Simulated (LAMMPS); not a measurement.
Atomistic model of a slab of Cu (fcc) cut on the (001) plane, one half shifted rigidly along [1-10] and [110] of the cubic cell, atoms relaxed along the normal alone.

Level of theory: classical force field (static), pair style eam/alloy, file Cu_zhou.eam.alloy (LAMMPS).

Task: What does the simulation give for the largest energy on the line along [1-10], the largest energy on the surface?

Result: largest energy on the line along [1-10]: 720 mJ/m²; largest energy on the surface: 1100 mJ/m².
